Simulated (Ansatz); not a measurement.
Base system: InAs in the zinc blende structure (space group F-43m, No. 216).

```
InAs
1.0
    0.00000     3.04368     3.04368
    3.04368     0.00000     3.04368
    3.04368     3.04368     0.00000
As In
1 1
Cartesian
  4.56552   4.56552   4.56552
  0.00000   0.00000   0.00000
```

Calculations: Ansatz (an electronic-structure program), PBEsol, PAW, cutoff 420 eV, scalar-relativistic without spin-orbit coupling, earlier PAW set.

Base values:

The gap character comes out as absent and the band gap comes out as zero. The lattice parameter a comes out as 11.503 bohr.

The change: Al takes the place of In on all its sites; the structure is relaxed again.

Tabulated Pauling electronegativity and covalent radius: In 1.78, 1.42 Å; Al 1.61, 1.21 Å.

**Question.** How does this affect the electron mass?

**Answer.** The electron mass is 0.86 mₑ along k, 0.24 mₑ across (at X).

**Question.** What does the calculation give for the gap character after the change?

**Answer.** The gap character changes from absent to indirect, Γ → X.

**Question.** What happens to the band gap?

**Answer.** The band gap becomes 1.34 eV (base: zero).

**Question.** What happens to the lattice parameter a?

**Answer.** The lattice parameter a falls by 0.780 bohr to 10.723 bohr.

Masses are band curvatures over ±0.01 Å⁻¹ around the edge. Along k means along the line from Γ to the band edge. No phonon test of stability was made. All final runs are without spin polarisation. A zero or small gap of InAs can be the functional's error rather than a property of the material.
